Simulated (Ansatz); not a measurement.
A computed series for GaSb: response to strain

Consider GaSb in the zinc blende structure (space group F-43m, No. 216; a = 6.132 Å). Axes: x, y, z lie along the cube axes.

Strains are applied to the cell and any free atomic positions relax; under biaxial strain the out-of-plane vector relaxes too; under stress the whole cell relaxes.

Computed with r2SCAN (Ansatz, a first-principles code; PAW; 500 eV plane waves; scalar-relativistic without spin-orbit coupling).

Candidates:
(a) biaxial strain −0.89 %, plane normal [111], relaxed out of plane
(b) uniaxial stress, 3 GPa compression along z
(c) uniaxial strain ε_xx = −0.76 %
(d) isotropic strain −4.05 %
(e) biaxial strain −0.13 %, plane normal [001], relaxed out of plane

Base values:

| Quantity | Result |
|---|---|
| Band gap | 0.41 eV |

**Question.** Order them by band gap, highest first.

**Answer.** (d) isotropic strain −4.05 % (0.91 eV), (a) biaxial strain −0.89 %, plane normal [111], relaxed out of plane (0.48 eV), (c) uniaxial strain ε_xx = −0.76 % (0.44 eV), (e) biaxial strain −0.13 %, plane normal [001], relaxed out of plane (0.42 eV), (b) uniaxial stress, 3 GPa compression along z (0.27 eV)

With Sb present, leaving out spin-orbit coupling can change the band edges. Beyond what the load breaks, stability against distortions was not tested. A zero or small gap of GaSb under uniaxial stress, 3 GPa compression along z can be the functional's error rather than a property of the material.
